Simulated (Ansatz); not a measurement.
The structure below was relaxed with PBEsol (Ansatz, an electronic-structure program; PAW; 420 eV plane waves; no SOC).

```xyz
6
Lattice="-1.5923 1.5923 8.4189 1.5923 -1.5923 8.4189 1.5923 1.5923 -8.4189" Properties=species:S:1:pos:R:3 pbc="T T T"
P      0.0000     1.5923     6.9602
S      1.5923     0.0000     4.2095
P      0.0000     1.5923     1.4587
Be     0.0000     0.0000    11.3615
Be     0.0000     0.0000     0.0000
Be     0.0000     0.0000     5.4763
```

Question: Find the space group and the Wyckoff positions.

Answer: Space group I-4m2 (No. 119); a = 3.1847 Å, b = 3.1847 Å, c = 16.8378 Å, α = 90.00°, β = 90.00°, γ = 90.00°

| atom | site | symmetry | x | y | z |
|---|---|---|---|---|---|
| P | 4f | 2mm. | 0.0000 | 0.5000 | 0.0866 |
| S | 2d | -4m2 | 0.5000 | 0.0000 | 0.2500 |
| Be | 4e | 2mm. | 0.0000 | 0.0000 | 0.3252 |
| Be | 2a | -4m2 | 0.0000 | 0.0000 | 0.0000 |

Each cell is one ordered arrangement of few atoms, which overstates ordering effects compared with a random alloy. Whether these cells are dynamically stable was not tested. All final runs are without spin polarisation. The cell was made from BeS by this change: x(P) = 0.667, 6 atoms, I-4m2. Under x(P) = 0.667, 6 atoms, I-4m2 the cell changed shape so far that it is another structure.
